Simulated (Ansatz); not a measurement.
**Several settings converged on HgPt3 (Cmm2, 4 atoms in the cell)**

```
CELL_PARAMETERS angstrom
      2.90564    -3.96068     0.00000
      2.90564     3.96068     0.00000
      0.00000     0.00000     2.89696
ATOMIC_POSITIONS crystal
  Hg 0.00000 0.00000 0.01726
  Pt 0.50000 0.50000 0.00000
  Pt 0.00000 0.50000 0.50000
  Pt 0.50000 0.00000 0.50000
```

Base method: PBEsol, default PAW files made with PBE (plane waves; Ansatz, a program for electronic structure).

Base settings: basis.ecutwfc = 420 eV; kpoints.mp_grid.grid = 7 7 11; hamiltonian.xc = pbesol; hamiltonian.pseudopotentials = {kind: paw} (the program's default PAW files); scf.occupations.method = fermi_dirac; scf.occupations.width = 0.1 eV.

The count of work is k-points × plane waves × bands × iterations; it is no time. Core times come from one kind of shared machine, to one figure; runs under 30 s give none.

**The k-point mesh**

The second cell is the first with its lattice scaled by 0.98.

Only quantities that move along the ladder and can be compared are tabulated.

```csv
kpoints.mp_grid.grid,free energy less the last step's (meV/atom),energy of the compressed cell less the first (meV/atom),pressure (GPa),largest difference of a force vector from the last step's (eV/Å),count of work / last
1 1 2,1026.31,51.31,0.87,0.385,0.0056
2 2 3,85.28,-7.90,-7.62,0.050,0.013
3 3 5,-9.45,-13.81,-8.45,0.003,0.022
4 4 6,-18.02,-14.84,-8.61,0.001,0.052
5 5 7,5.07,-12.93,-8.29,0.003,0.078
6 6 9,0.87,-12.88,-8.27,0.001,0.12
7 7 11,0.35,-12.91,-8.27,0.001,0.18
8 8 12,0.23,-12.66,-8.25,0.000,0.27
13 13 20,0.00,-12.93,-8.28,0.000,1.0
```

Coarsest kpoints.mp_grid.grid that holds the pressure within 0.2 GPa of the last step, with all finer ones: 5 5 7, at 0.078 of the last step's count of work; the step before is off by 0.33 GPa.

Coarsest kpoints.mp_grid.grid that holds the forces within 0.005 eV/Å of the last step, with all finer ones: 3 3 5, at 0.022 of the last step's count of work; the step before is off by 0.050 eV/Å.

Coarsest kpoints.mp_grid.grid that holds the energy of the compressed cell less the first within 1 meV/atom of the last step, with all finer ones: 5 5 7, at 0.078 of the last step's count of work; the step before is off by 1.9 meV/atom.

The energy difference between the two cells stays within 1 meV/atom of the last step's from 5 5 7 on, the total only from 6 6 9 on: much of the error is common to both cells and cancels.

**The k-point mesh at a smearing width of 0.3 eV**

In this ladder: scf.occupations.width = 0.3 eV.

Only quantities that move along the ladder and can be compared are tabulated.

| kpoints.mp_grid.grid | free energy less the last step's (meV/atom) | pressure (GPa) | count of work / last | core time / last (rough) |
|---|---|---|---|---|
| 3 3 4 | -15.94 | -7.56 | 0.011 | – |
| 3 3 5 | -9.22 | -7.17 | 0.0091 | – |
| 4 4 6 | -9.28 | -7.31 | 0.025 | – |
| 5 5 7 | 1.50 | -6.98 | 0.032 | – |
| 5 5 8 | -1.42 | -7.10 | 0.040 | – |
| 8 8 12 | 0.05 | -7.02 | 0.13 | 0.1 |
| 11 11 18 | 0.00 | -7.03 | 0.32 | 0.3 |
| 17 17 27 | 0.00 | -7.03 | 1.0 | 1 |

Coarsest kpoints.mp_grid.grid that holds the free energy within 2 meV/atom of the last step, with all finer ones: 5 5 7, at 0.032 of the last step's count of work; the step before is off by 9.3 meV/atom.

Coarsest kpoints.mp_grid.grid that holds the pressure within 0.5 GPa of the last step, with all finer ones: 3 3 5, at 0.0091 of the last step's count of work; the step before is off by 0.54 GPa.

Two neighbours can agree and both be off: 3 3 5 and 4 4 6 differ by 0.06 meV/atom in the free energy, yet lie about 9.3 meV/atom from the last step.

**The width of cold smearing**

In this ladder: kpoints.mp_grid.grid = 12 12 18; scf.occupations.method = cold.

Narrow widths need finer meshes than wide ones, so the last steps can hold mesh noise.

Only quantities that move along the ladder and can be compared are tabulated; pressure and forces are left out, as mesh noise rules them at narrow widths.

```csv
scf.occupations.width,free energy less the last step's (meV/atom),core time / last (rough)
0.5 eV,5.64,1
0.3 eV,0.85,1.0
0.2 eV,0.44,1.0
0.1 eV,0.00,1
```

Widest scf.occupations.width that holds the free energy within 5 meV/atom of the last step, with all finer ones: 0.3 eV; the step before is off by 5.6 meV/atom.

On the base run: the starting cell comes from a database of computed structures (which also holds hypothetical and non-ambient phases and stackings), without a prior relaxation at this level. Its lattice was rescaled by up to half a per cent. One atom was moved a little off its site on purpose. Spin polarisation is off. In the base run, with a pressure of about -8 GPa the cell is away from its equilibrium volume at this level. Ansatz's pressure includes its estimate of the finite-basis (Pulay) stress.

Left out of this page: 2 runs of the series outside the window shown, repeating another row's setting, or not comparable; 1 run of the series unsound by tests on forces, stress, charge or solver warnings.

Keys are those of Ansatz 0.2.
